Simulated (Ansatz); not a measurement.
Rock-salt LuN, relaxed in Ansatz (plane waves) with several semilocal functionals. Each gives its own volume and its own bulk modulus:

| level | V0 (Å³/atom) | bulk modulus (GPa) | ln V0 | ln B0 |
|---|---|---|---|---|
| LDA | 12.616 | 197.7 | 2.5350 | 5.2868 |
| PBEsol-D3(BJ) | 12.687 | 192.9 | 2.5406 | 5.2622 |
| PBEsol | 12.990 | 183.5 | 2.5642 | 5.2122 |
| BLYP | 13.953 | 162.3 | 2.6357 | 5.0894 |

Q: Fit a straight line to ln B0 against ln V0. What does it predict for rVV10, whose volume is 13.687 Å³/atom?

A: With x = ln V0 and y = ln B0: means 2.56887 and 5.21265; Σ(Δx Δy) = -0.01215, Σ(Δx²) = 0.006434, so the slope is -1.89. At x = 2.6164 the line gives y = 5.21265 + (-1.89) × (2.6164 − 2.56887) = 5.1228, or 167.8 GPa. The run with rVV10 gives 171.1 GPa, +2.0 % from the line. The rows used scatter about it by up to 1.0 %, while the largest value lies 22 % above the smallest.

Ansatz's density-functional and Hartree–Fock values are scalar-relativistic unless marked +SOC, with PAW data made under PBE.

Ansatz is a quantum-chemistry and plane-wave program.
